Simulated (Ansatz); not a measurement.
Reference: CoSi (P2_13), PBEsol, DFPT electron-phonon coupling, linearised Boltzmann equation (plane waves, PAW, scalar-relativistic; Ansatz, a program for electronic structure); geometry: relaxed with this functional, without spin-orbit coupling.

```
CoSi
1.0
    4.38541     0.00000     0.00000
    0.00000     4.38541     0.00000
    0.00000     0.00000     4.38541
Co Si
4 4
Direct
  0.85427   0.64573   0.35427
  0.64573   0.35427   0.85427
  0.35427   0.85427   0.64573
  0.14573   0.14573   0.14573
  0.15671   0.34329   0.65671
  0.34329   0.65671   0.15671
  0.65671   0.15671   0.34329
  0.84329   0.84329   0.84329
```

resistivity at 300 K: 60 μΩ·cm

Task: Replace Co by Rh on the same sites and relax. What happens?

Result: RhSi (P2_13): volume per atom 10.5 to 12.8 Å³; resistivity at 300 K stays about the same (60 μΩ·cm to 62 μΩ·cm).

Moves up to 12 % count as about the same. Metals; harmonic phonons alone scatter; means over directions. Halving the electron mesh moves these values by up to 8 %; q meshes are mostly untested. Spin-orbit coupling is left out.

Computed structure with no diffraction record at hand here (it may be known, metastable or hypothetical): RhSi (P2_13). Treated as nonmagnetic (a ferromagnetic start lost its moment, other orders weren't tried): CoSi (P2_13).
